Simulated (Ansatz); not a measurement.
An Ansatz (a first-principles code) run: AgRhO2 with a change (pressure 2.1 GPa); PBEsol/PAW in Ansatz, scalar-relativistic without spin-orbit coupling.

Input:

Ansatz 0.2 input:
```yaml
crystal:
  lattice:
    - [1.523201864, 0.8794210062, 6.1869484635]
    - [-1.523201864, 0.8794210062, 6.1869484635]
    - [0, -1.7588420124, 6.1869484635]
  atoms:
    - { symbol: Ag, position: [0, 0, 0] }
    - { symbol: Rh, position: [0.5, 0.5, 0.5] }
    - { symbol: O, position: [0.8873733261, 0.8873733261, 0.8873733261] }
    - { symbol: O, position: [0.1126266739, 0.1126266739, 0.1126266739] }
basis: { ecutwfc: 420, ecutrho_ratio: 4, xc_grid: 2, fft_grid_basis: typed }
kpoints: { mp_grid: { grid: [13, 13, 13] } }
hamiltonian:
  xc: pbesol
  dispersion: none
  pseudopotentials: { kind: paw }
scf: { occupations: { method: fermi_dirac, width: 0.05 } }
relax: { f_tol: 0.01, max_steps: 60, cell: { stress_tol: 0.02, p_target: 2.1 } }
output: { forces: true, stress: true }
checkpoint: { write: state.ck, write_every: 1000 }
```

Output (explanatory and most iteration lines left out):

```
Relaxation: its limit of steps is 60 (relax.max_steps)
Pseudopotential: Ag, paw, valence charge 19
Pseudopotential: Rh, paw, valence charge 17
Pseudopotential: O, paw, valence charge 6
Crystal: 4 atoms, lattice volume = 49.726 Å³
Basis set: ecut = 420 eV, 957 PW (Γ), exchange–correlation on 90×90×90 points (8 copies of the dense FFT grid, shifted against one another)
Bands: 29, of which v1, the nominal top of the filled ones, is band 24 counted from 1 (23 counted from 0)
Symmetry: 12 space group operations
Space group: R-3m (ITA 166), of the structure as read, at distance tolerance 3.7e-5 Å
k-points: 231 of 2197
Functional: x = pbesol(κ = 0.804, μ = 0.12345679012345678), c = pbesol(β = 0.046)
SCF iter   1: F=—  HF=-14979.895505 eV  |F-HF|=—  |Δ(HF+E_count)|=         —  Δρ=1.73e-2  dr2=1.14e-1  ethr=1.77e-3  ⟨swp⟩=6.1  Hψ=26424  notcnv=0
SCF iter   2: F=—  HF=-14979.885379 eV  |F-HF|=—  |Δ(HF+E_count)|=   1.01e-2  Δρ=1.35e-2  dr2=8.44e-2  ethr=2.37e-4  ⟨swp⟩=2.0  Hψ=13323  notcnv=0  defer=83
SCF 1 converged in 8 iterations: F = -14979.867366 eV  dr2 = 3.95e-9
relax step   1: F+E_penalty+E_count = -14979.86736604 eV  Δ(F+E_penalty+E_count) = +0.000e0 eV  max|allowed force component| = 7.483e-5 eV/Å  Δτ_max = 0.0000 Å  P = +0.898 GPa  Ω = 49.726 Å³  (8 SCF iters, dr2 threshold 1.00e-7 eV, accepted)
[... steps on the carried basis left out ...]
relax step   7: F+E_penalty+E_count = -14979.86408538 eV  Δ(F+E_penalty+E_count) = +3.705e-5 eV  max|allowed force component| = 1.293e-4 eV/Å  Δτ_max = 0.0000 Å  P = +2.098 GPa  Ω = 49.374 Å³  stress off target by 2.07e-3 GPa  SCF on the basis re-selected at this cell (its energy is not comparable with the rows above)  (6 SCF iters)
SCF converged after 6 iterations
Free energy (F): -14979.864085 eV
Internal energy: -14979.863872 eV  (E = F + TS)
E sigma→0 (E₀):  -14979.863979 eV
Entropy (-TS):   -0.000213 eV (-0.053 meV/atom)
Fermi energy:    14.210838 eV
--- Forces (eV/Å), atoms counted from 1 ---
  atom   1  Ag    -0.00000000     0.00000000     0.00000000
  atom   2  Rh     0.00000000     0.00000000     0.00000000
  atom   3  O     -0.00000000    -0.00000000     0.00012933
  atom   4  O      0.00000000     0.00000000    -0.00012933
--- Stress (GPa, compression-positive) ---
        2.097932      -0.000000      -0.000000
       -0.000000       2.097932       0.000000
       -0.000000       0.000000       2.098965
  P = ⅓ Tr σ = 2.0983 GPa (20.983 kbar)
--- Relaxed structure (5 steps of the walk, 5 accepted, 2 SCFs on fresh bases) ---
  cell:  # Å, volume = 49.3740 Å³
    - [1.5185962939942597, 0.8767619791279528, 6.180489933321137]
    - [-1.5185962939942597, 0.8767619791279528, 6.180489933321137]
    - [-6.798547059311614e-34, -1.753523958255907, 6.180489933321137]
  atoms:
    - { symbol: Ag, position: [-1.8257041170892214e-20, -1.825704117089219e-20, -1.8257041170892248e-20] }
    - { symbol: Rh, position: [0.4999999999999999, 0.4999999999999999, 0.49999999999999983] }
    - { symbol: O, position: [0.8875580333487477, 0.8875580333487477, 0.8875580333487476] }
    - { symbol: O, position: [0.11244196665125211, 0.11244196665125211, 0.11244196665125211] }
```

Load acts through the strain it causes; cell and atoms are relaxed under it. Whether these cells are dynamically stable was not tested. The cell was made from AgRhO₂ (space group R-3m, No. 166; a cell from a computed database, its experimental status unchecked) by this change: pressure 2.1 GPa.
